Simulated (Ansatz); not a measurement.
## WS2 under load (space group P6_3/mmc): band-edge transport data

Consider the following.

```xyz
6
Lattice="3.1316 0.0000 0.0000 -1.5658 2.7120 0.0000 0.0000 0.0000 12.0506" Properties=species:S:1:pos:R:3 pbc="T T T"
W      0.0000     1.8080     3.0127
W      1.5658     0.9040     9.0380
S      0.0000     1.8080     7.4680
S      1.5658     0.9040     4.5826
S      1.5658     0.9040     1.4427
S      0.0000     1.8080    10.6079
```

Method: PBEsol+D3BJ with spin-orbit coupling, rigid bands (plane waves, PAW; Ansatz, an electronic-structure program). Condition of this run: hydrostatic pressure -2 GPa (the target of the relaxation). How the cell was made: cell and atoms relaxed with PBEsol+d3bj, then loaded as said.

```
Quantity                                                                                                                                                          Result
---------------------------------------------------------------------------------------------------------------------------------------  -------------------------------
band gap                                                                                                                                                         0.75 eV
electron conductivity mass (300 K, dilute)                                                                                               0.52 (x), 0.52 (y), 0.47 (z) mₑ
hole conductivity mass (300 K, dilute)                                                                                                   0.55 (x), 0.55 (y), 0.87 (z) mₑ
effective density of states N_c (300 K)                                                                                                                      5.2e19 cm⁻³
effective density of states N_v (300 K)                                                                                                                      1.3e19 cm⁻³
density-of-states mass, electrons                                                                                                                                1.63 mₑ
density-of-states mass, holes                                                                                                                                    0.64 mₑ
Seebeck coefficient, n-type 1e19 cm⁻³, 300 K                                                                                                                   -356 μV/K
best n-type power factor at 300 K for τ = 10 fs (best axis; densities from 1e16 to 1e21 cm⁻³ tried, whether or not they can be reached)     17.0 μW/(cm·K²) at 1e20 cm⁻³
Seebeck coefficient, p-type 1e19 cm⁻³, 300 K                                                                                                                    242 μV/K
best p-type power factor at 300 K for τ = 10 fs (best axis; densities from 1e16 to 1e21 cm⁻³ tried, whether or not they can be reached)      3.8 μW/(cm·K²) at 3e19 cm⁻³
```

Rigid bands; masses and Seebeck coefficients take one relaxation time τ for all states and one kind of carrier; polarons and phonon drag are left out. Geometry: cell and atoms relaxed with PBEsol+D3(BJ).

PBEsol with a dispersion correction tends to overbind, so the cell can be several per cent short, in bad cases over ten, which usually narrows a gap: WS2 under load (space group P6_3/mmc).
